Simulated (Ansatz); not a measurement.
Start from GaAs in the zinc blende structure (space group F-43m, No. 216; a = 5.659 Å). Axes: x, y, z lie along the cube axes.

Now apply this change: uniaxial stress, 3 GPa tension along z, with the cell and atoms free to relax against it.

Levels (all Ansatz, an electronic-structure program, PAW): PBEsol (420 eV, no SOC); HSE06+SOC (420 eV, noncollinear with spin-orbit coupling).

The geometry is relaxed with PBEsol.

| Item | Value |
|---|---|
| PBEsol lowest conduction level above the VBM at special points | Γ 0.20 eV; N 0.75 eV; X 1.21 eV |
| PBEsol valence-band top at Γ | 0.00, 0.00, -0.28 eV |

With HSE06+SOC at the same geometry, the lowest conduction level above the VBM at special points becomes Γ 1.03 eV; N 1.44 eV; X 1.78 eV (PBEsol: Γ 0.20 eV; N 0.75 eV; X 1.21 eV); the valence-band top at Γ (three highest Kramers pairs, from the VBM) changes from 0.00, 0.00, -0.28 eV to 0.00, -0.14, -0.52 eV.

Single points use the geometry relaxed with PBEsol. The spin-orbit shifts are approximate. The levels and masses belong to the bands next to the band gap. Load acts through the strain it causes; cell and atoms are relaxed under it. Beyond what the load breaks, stability against distortions was not tested. Labels are those of the standard path for the cell's own space group.
